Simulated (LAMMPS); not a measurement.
MD of BN (zinc blende) at zero pressure, 1000 atoms, as a crystal; each row is its own run.

Level of theory: classical MD, pair style extep, file BN.extep (LAMMPS).

| T (K) | volume (Å³/atom) |
|---|---|
| 200 | 5.6464 |
| 300 | 5.6563 |
| 1440 | 5.7687 |
| 2400 | 5.8690 |
| 2880 | 5.9147 |
| 3840 | 5.9985 |

Fit a straight line, y = a + b x, to these rows (x is the first column, y the second) and predict the run at x = 3360.

Least squares gives a = 5.6283 and b = 9.801e-5. At x = 3360 the fit predicts 5.9576 Å³/atom. The run itself gave 5.9594 ± 0.0006 Å³/atom, so the fit is 0.03 % low.

Caution (rows 200; 300): nuclei are classical, which matters for such light atoms.

Caution (rows 1440; 2400; 2880; 3360; 3840): in nature this polymorph isn't the stable one over the whole range of temperature at this pressure, and short runs keep a crystal in its starting form.

Caution (rows 1440; 2400; 2880; 3360; 3840): a run this short can hold a crystal over, or a liquid under, the potential's own melting point, which these runs don't give.
